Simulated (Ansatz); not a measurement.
An Ansatz (an electronic-structure program) run: Ti with a change (uniaxial strain ε_yy = +0.21 %); r2SCAN, PAW, 500 eV (Ansatz; without spin-orbit coupling).

Input:

Ansatz 0.2 input:
```yaml
crystal:
  lattice:
    - [2.9359139403, 0, 0]
    - [-1.4679569701, 2.5479154653, 0]
    - [0, 0, 4.6364187011]
  atoms:
    - { symbol: Ti, position: [0.3333333333, 0.6666666667, 0.75] }
    - { symbol: Ti, position: [0.6666666667, 0.3333333333, 0.25] }
basis: { ecutwfc: 500, ecutrho_ratio: 4, xc_grid: 4, fft_grid_basis: typed }
kpoints: { mp_grid: { grid: [18, 18, 10] } }
hamiltonian:
  xc: r2scan
  dispersion: none
  pseudopotentials: { kind: paw }
scf: { occupations: { method: fermi_dirac, width: 0.05 }, convergence: { dr2_threshold: 0.0000000002 } }
relax: { f_tol: 0.005, max_steps: 50 }
output: { forces: true, stress: true }
checkpoint: { write: state.ck, write_every: 1000 }
```

Output (explanatory and most iteration lines left out):

```
Relaxation: its limit of steps is 50 (relax.max_steps)
Pseudopotential: Ti, paw, valence charge 12
Crystal: 2 atoms, lattice volume = 34.683 Å³
Basis set: ecut = 500 eV, 881 PW (Γ), exchange–correlation on 96×96×144 points (64 copies of the dense FFT grid, shifted against one another)
Bands: 16, of which v1, the nominal top of the filled ones, is band 12 counted from 1 (11 counted from 0)
Symmetry: 8 space group operations
Space group: Cmcm (ITA 63), of the structure as read, at distance tolerance 3.3e-5 Å
k-points: 546 of 3240
Functional: x = r2scan, c = r2scan; τ floored in thin density (d = 2e-4 eV/Å³)
SCF iter   1: F=—  HF=-5008.702676 eV  |F-HF|=—  |Δ(HF+E_count)|=         —  Δρ=1.67e-2  dr2=8.61e-2  dr2_τ=1.56e-2  ethr=1.77e-3  ⟨swp⟩=4.1  Hψ=36603  notcnv=0
SCF iter   2: F=—  HF=-5008.745833 eV  |F-HF|=—  |Δ(HF+E_count)|=   4.32e-2  Δρ=5.92e-3  dr2=1.04e-2  dr2_τ=8.11e-4  ethr=3.59e-4  ⟨swp⟩=2.9  Hψ=20793  notcnv=0
SCF 1 converged in 7 iterations: F = -5008.746743 eV  dr2 = 1.62e-10
relax step   1: F+E_penalty+E_count = -5008.74674291 eV  Δ(F+E_penalty+E_count) = +0.000e0 eV  max|allowed force component| = 7.083e-3 eV/Å  Δτ_max = 0.0000 Å  (7 SCF iters, accepted)
Crystal: 2 atoms, lattice volume = 34.683 Å³
SCF iter   1: F=—  HF=-5008.746244 eV  |F-HF|=—  |Δ(HF+E_count)|=         —  Δρ=2.78e-4  dr2=1.13e-5  dr2_τ=8.23e-4  ethr=4.48e-8  ⟨swp⟩=2.0  Hψ=32734  notcnv=0
SCF iter   2: F=—  HF=-5008.746755 eV  |F-HF|=—  |Δ(HF+E_count)|=   5.11e-4  Δρ=1.21e-4  dr2=2.82e-6  dr2_τ=2.45e-7  ethr=4.48e-8  ⟨swp⟩=2.0  Hψ=15701  notcnv=0
SCF 2 converged in 6 iterations: F = -5008.746754 eV  dr2 = 1.20e-10
relax step   2: F+E_penalty+E_count = -5008.74675444 eV  Δ(F+E_penalty+E_count) = -1.154e-5 eV  max|allowed force component| = 2.742e-3 eV/Å  Δτ_max = 0.0027 Å  (6 SCF iters, accepted)
Crystal: 2 atoms, lattice volume = 34.683 Å³
SCF iter   1: F=—  HF=-5008.746754 eV  |F-HF|=—  |Δ(HF+E_count)|=         —  Δρ=6.78e-7  dr2=1.20e-10  dr2_τ=9.22e-12  ethr=1.00e-12  ⟨swp⟩=1.5  Hψ=52984  notcnv=0
SCF iter   2: F=-5008.746754 eV  HF=-5008.746754 eV  |F-HF|=1.82e-12  |Δ(HF+E_count)|=  2.09e-11  Δρ=2.48e-7  dr2=1.10e-11  dr2_τ=2.58e-12  ethr=1.00e-12  ⟨swp⟩=3.6  Hψ=24819  notcnv=0
SCF 3 converged in 2 iterations: F = -5008.746754 eV  dr2 = 1.10e-11
SCF converged after 2 iterations
Free energy (F): -5008.746754 eV
Internal energy: -5008.732386 eV  (E = F + TS)
E sigma→0 (E₀):  -5008.739570 eV
Entropy (-TS):   -0.014368 eV (-7.184 meV/atom)
Fermi energy:    13.445392 eV
--- Forces (eV/Å), atoms counted from 1 ---
  atom   1  Ti    -0.00000000    -0.00274251     0.00000000
  atom   2  Ti     0.00000000     0.00274251    -0.00000000
--- Stress (GPa, compression-positive) ---
       -0.214508      -0.000000       0.000000
       -0.000000      -0.365550       0.000000
        0.000000       0.000000      -0.157350
  P = ⅓ Tr σ = -0.2458 GPa (-2.458 kbar)
--- Relaxed structure (2 steps of the walk, 2 accepted, 0 SCFs on fresh bases) ---
  atoms:
    - { symbol: Ti, position: [0.33385447077902025, 0.6677089415580405, 0.75] }
    - { symbol: Ti, position: [0.6661455292209797, 0.3322910584419594, 0.25] }
```

Without a gap, meshes like the base's 18×18×10 leave anisotropic stresses uncertain by several tenths of a GPa, and small strain energies with them. No phonon test of stability was made. The final runs are not spin-polarised. The cell was made from Ti in the hcp (Mg type) structure (space group P6_3/mmc, No. 194) by this change: uniaxial strain ε_yy = +0.21 %.
